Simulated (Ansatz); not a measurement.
The starting structures come from a database of crystals and need not be the phases stable at ambient conditions.

By PBEsol, the system below comes out a metal.

A figure of merit of an interconnect metal is its ballistic conductance per area.

Data:

```
IrNb3
1.0
    5.17211     0.00000     0.00000
    0.00000     5.17211     0.00000
    0.00000     0.00000     5.17211
Nb Ir
6 2
Direct
  0.50000   0.75000   0.00000
  0.50000   0.25000   0.00000
  0.75000   0.00000   0.50000
  0.25000   0.00000   0.50000
  0.00000   0.50000   0.25000
  0.00000   0.50000   0.75000
  0.50000   0.50000   0.50000
  0.00000   0.00000   0.00000
```

Space group of this cell: Pm-3n, A15 (Cr3Si type). The cell is taken as given; by PBEsol its mean pressure is -7.8 GPa.

The current flows along the normal of the first two printed cell vectors, the (001) plane of the conventional cell. No spin-orbit coupling; the value is a mean over 0.1 eV about the Fermi level.

### Question
Predict the ballistic conductance per area from PBEsol (Ansatz, a first-principles code).

### Answer
0.56 × 10¹⁵ S/m² for both spins.
